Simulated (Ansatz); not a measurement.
The reference is TlBr in the CsCl type structure (space group Pm-3m, No. 221; a = 4.053 Å).

Method: PBE in Ansatz (plane waves to 420 eV, PAW, scalar-relativistic without spin-orbit coupling).

Strains are applied to the cell and any free atomic positions relax.

One change was made to it. Results:

```json
[
 {"quantity": "width of the top valence band", "base": "1.68 eV", "after": "1.48 eV"},
 {"quantity": "energy relative to the base (free energy F)", "base": "0 meV/atom", "after": "+4.0 meV/atom"},
 {"quantity": "valley order (the lowest conduction-band minima on the path, energy above the VBM, named in the base's zone)", "base": "X along ⟨100⟩ 1.99 eV; R along ⟨111⟩ 2.35 eV", "after": "X along ⟨100⟩ 2.10 eV; R along ⟨111⟩ 2.50 eV"}
]
```

Task: Which change produced these results?
A. isotropic strain −2.00 %
B. isotropic strain +1.50 %
C. isotropic strain +3.00 %

Result: B, isotropic strain +1.50 %. For comparison, the valley order in the other runs: isotropic strain −2.00 % gives X along ⟨100⟩ 1.84 eV; R along ⟨111⟩ 2.11 eV; isotropic strain +3.00 % gives X along ⟨100⟩ 2.18 eV; R along ⟨111⟩ 2.63 eV; a point along ⟨110⟩, about 0.6 Å⁻¹ from Γ 3.66 eV.

With Tl present, leaving out spin-orbit coupling can change the band edges. The levels and masses belong to the bands next to the band gap. No phonon test of stability was made.

Ansatz is a program for electronic structure.
